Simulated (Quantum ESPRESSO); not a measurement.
A self-consistent single point of ZnO (P6_3mc, 4 atoms in the cell) with Quantum ESPRESSO.

Level of theory: PBE, PseudoDojo standard norm-conserving (PBE) pseudopotentials (plane waves; Quantum ESPRESSO 7.5).

The change in words: lattice scaled by 0.98. Reference geometry:
```xyz
4
Lattice="3.2374 0.0000 0.0000 -1.6187 2.8036 0.0000 0.0000 0.0000 5.2221" Properties=species:S:1:pos:R:3 pbc="T T T"
Zn     1.6187     0.9345     2.6141
Zn     0.0000     1.8691     0.0031
O      1.6187     0.9345     4.5940
O      0.0000     1.8691     1.9829
```

Reference input (self-consistent single point, DFT, PBE, plane waves, PseudoDojo standard norm-conserving (PBE) pseudopotentials): ecutwfc = 85 Ry; occupations = smearing; smearing = fermi-dirac; degauss = 0.000734986 Ry; potentials = {Zn: Zn.upf, O: O.upf}; K_POINTS = automatic 6 6 4 0 0 0; conv_thr = 1e-10 Ry. This run's input differs from it in these lines:

```diff
@@ -24,6 +24,6 @@
 ATOMIC_POSITIONS angstrom
-Zn    1.6186749016    0.9345423902    2.6141110154
-Zn    0.0000000000    1.8690847803    0.0030810154
-O     1.6186749016    0.9345423902    4.5939506232
-O     0.0000000000    1.8690847803    1.9829206232
+Zn    1.5863012708    0.9158514657    2.5618288952
+Zn    0.0000000000    1.8317029314    0.0030193952
+O     1.5863012708    0.9158514657    4.5020717867
+O     0.0000000000    1.8317029314    1.9432622867
 K_POINTS automatic
@@ -31,5 +31,5 @@
 CELL_PARAMETERS angstrom
-   3.2373498032     0.0000000000     0.0000000000
-  -1.6186749016     2.8036271705     0.0000000000
-   0.0000000000     0.0000000000     5.2220600000
+   3.1726025415     0.0000000000     0.0000000000
+  -1.5863012708     2.7475543971     0.0000000000
+   0.0000000000     0.0000000000     5.1176190000
```

The program printed (abridged):

```
     Self-consistent Calculation

     iteration #  1     ecut=    85.00 Ry     beta= 0.70

     total energy              =    -902.00007561 Ry
     estimated scf accuracy    <       0.84074032 Ry

     iteration #  2     ecut=    85.00 Ry     beta= 0.70

     total energy              =    -902.20112123 Ry
     estimated scf accuracy    <       1.08748605 Ry

     iteration #  3     ecut=    85.00 Ry     beta= 0.70

     total energy              =    -902.40671265 Ry
     estimated scf accuracy    <       0.00345363 Ry

   [... 5 blocks of this kind left out ...]

     iteration #  9     ecut=    85.00 Ry     beta= 0.70

     total energy              =    -902.40756730 Ry
     estimated scf accuracy    <          5.5E-09 Ry

     iteration # 10     ecut=    85.00 Ry     beta= 0.70
     End of self-consistent calculation

     the Fermi energy is    11.1691 ev

!    total energy              =    -902.40756730 Ry
     estimated scf accuracy    <          8.5E-11 Ry
     smearing contrib. (-TS)   =      -0.00000000 Ry
     internal energy E=F+TS    =    -902.40756730 Ry

     convergence has been achieved in  10 iterations

     Forces acting on atoms (cartesian axes, Ry/au):

     atom    1 type  1   force =     0.00000000    0.00000000   -0.00004074
     atom    2 type  1   force =     0.00000000    0.00000000   -0.00004074
     atom    3 type  2   force =     0.00000000    0.00000000    0.00004074
     atom    4 type  2   force =     0.00000000    0.00000000    0.00004074

     Total force =     0.000081     Total SCF correction =     0.000010
     SCF correction compared to forces is large: reduce conv_thr to get better values

          total   stress  (Ry/bohr**3)                   (kbar)     P=      154.67
   0.00105289   0.00000000   0.00000000          154.89        0.00        0.00
   0.00000000   0.00105289   0.00000000            0.00      154.89        0.00
   0.00000000   0.00000000   0.00104860            0.00        0.00      154.25

   JOB DONE.
```

The run converged in 10 iterations. Against the reference run the free energy rises by 43.4 meV/atom, the pressure goes from 5.00 to 15.47 GPa, the largest force moves little (0.004 to 0.001 eV/Å) and the gap on the mesh goes from 0.868 to 0.964 eV. The full log also holds: “SCF correction compared to forces is large: reduce conv_thr to get better values”.

The starting cell comes from a database of computed structures (which also holds hypothetical and non-ambient phases and stackings), without a prior relaxation at this level. For this run, on top of that: lattice scaled by 0.98. With a pressure of about 15 GPa the cell is away from its equilibrium volume at this level.
